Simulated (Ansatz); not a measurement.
The reference is Si (space group Ia-3, No. 206; a = 6.6016 Å). Axes: x, y, z lie along the cube axes.

All numbers come from Kohn–Sham DFT with the PBEsol functional, run in Ansatz (a program for electronic structure) with PAW and 420 eV plane waves, spin-orbit coupling left out.

For the base:

* **Pressure**: 0.0 GPa
* **Shortest interatomic distance**: 2.340 Å

One thing is altered: compressive biaxial strain of 0.75 % in the plane normal to [110], as in epitaxy on a mismatched substrate; the out-of-plane cell vector and the atoms relax.

### Question
What does the calculation give for the pressure after the change?

### Answer
The pressure (mean of the normal stresses, compression positive) goes from zero to 1.0 GPa.

### Question
Predict the new energy relative to the base.

### Answer
The energy rises by 1.2 meV/atom.

### Question
What does the calculation give for the shortest interatomic distance after the change?

### Answer
The shortest interatomic distance hardly moves (2.340 Å against 2.338 Å).

Stability against distortions was not tested. This is not the structure that Si has at room temperature and ambient pressure.
